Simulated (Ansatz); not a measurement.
Start from CdS in the zinc blende structure (space group F-43m, No. 216).

```
CELL_PARAMETERS angstrom
      0.00000     2.87831     2.87831
      2.87831     0.00000     2.87831
      2.87831     2.87831     0.00000
ATOMIC_POSITIONS crystal
  Cd 0.00000 0.00000 0.00000
  S  0.25000 0.25000 0.25000
```

Cartesian axes are those of the cell as printed.

Computed with LDA (Ansatz, a program for electronic structure), without spin-orbit coupling.

For the base:

| Item | Value |
|---|---|
| Valence-band top at Γ | 0.00, 0.00, 0.00 eV |

One thing is altered: tensor shear ε_xy = +0.86 % (engineering shear γ = 0.0172); the atoms relax in the strained cell.

Q: Estimate the effect on the valence-band top at Γ.

A: The valence-band top at Γ (three highest levels, from the VBM) becomes 0.00, -0.04, -0.07 eV (base: 0.00, 0.00, 0.00 eV).

Q: Estimate the effect on the stress.

A: The stress (xx, yy, zz, yz, xz, xy; compression positive) is (-0.01, -0.01, -0.01, 0.00, 0.00, -0.48) GPa.

The levels and masses belong to the bands next to the band gap. No phonon test of stability was made.
